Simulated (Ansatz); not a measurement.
Structures of equal composition on the (0001) surface of wurtzite CdSe (Cd plane on top): 2x2 Al adatom at H3; 2x2 Al adatom at T4. The slabs share one bottom face, and each structure is named by its start. These are constructed structures in small cells; real faces may alloy, dewet or reconstruct in larger ones, and not all known structures of the face are among them. Slabs of about 15 Å with all that they carry, Fermi-Dirac smearing of 0.025 eV. Bottom of the slabs: H caps. Relaxed from the named starts with such symmetry as they have, on meshes of like density; energies extrapolated to zero smearing; no spin-orbit coupling, no U. Spin-polarised runs, if any, are marked in brackets, and their order is one that fits the cell; the others ran without spin. Where a second, spin-polarised start was run, the lower counts.

Host crystal: wurtzite CdSe, with a band gap (PBE, scalar-relativistic without spin-orbit coupling).

Level of theory: PBE (plane waves to 420 eV, PAW; Ansatz, a first-principles code).

**Question.** Rank these by energy per 1x1 cell (lowest first), as PBE gives it.

**Answer.** 2x2 Al adatom at T4 (0.000 eV [spin, 0.8 μB a cell], no gap over 0.04 eV on the mesh), 2x2 Al adatom at H3 (0.059 eV [spin, 1.2 μB a cell], no gap over 0.04 eV on the mesh)
